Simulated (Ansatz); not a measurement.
ScRh3C (Pm-3m, No. 221, 5 atoms in the cell; start mp-10712), treated with LDA (plane waves, PAW; Ansatz, a quantum-chemistry and plane-wave program).

Run with plane-wave cutoff 520 eV, 14×14×14 k mesh, Fermi–Dirac smearing 0.05 eV, no spin polarisation, scalar-relativistic PAW data made under PBE.

Cell (relaxed at this level):

```cif
data_CRh3Sc
_chemical_formula_sum 'Sc1 Rh3 C1'
_space_group_name_H-M_alt 'Pm-3m'
_space_group_IT_number 221
_space_group_name_Hall '-P 4 2 3'
_cell_length_a 4.01572
_cell_length_b 4.01572
_cell_length_c 4.01572
_cell_angle_alpha 90.000
_cell_angle_beta 90.000
_cell_angle_gamma 90.000
loop_
_atom_site_label
_atom_site_type_symbol
_atom_site_symmetry_multiplicity
_atom_site_Wyckoff_symbol
_atom_site_fract_x
_atom_site_fract_y
_atom_site_fract_z
_atom_site_occupancy
Sc1 Sc 1 a 0.00000 0.00000 0.00000 1
Rh1 Rh 3 c 0.00000 0.50000 0.50000 1
C1 C 1 b 0.50000 0.50000 0.50000 1
```

Q: Estimate the bulk modulus that the calculation returns.

A: 
- bulk modulus = 256 GPa

Note: the run has no spin polarisation, so it can have missed a magnetic state; the bulk modulus is −V dP/dV from two relaxed cells at ±2 % in volume; the relaxation could not lower the start's symmetry, so the cell can be a saddle point above a distorted one.

The computed numbers hold no vibrational or temperature effects.

A start named mp-… is a Materials Project structure, which need not be a measured phase.
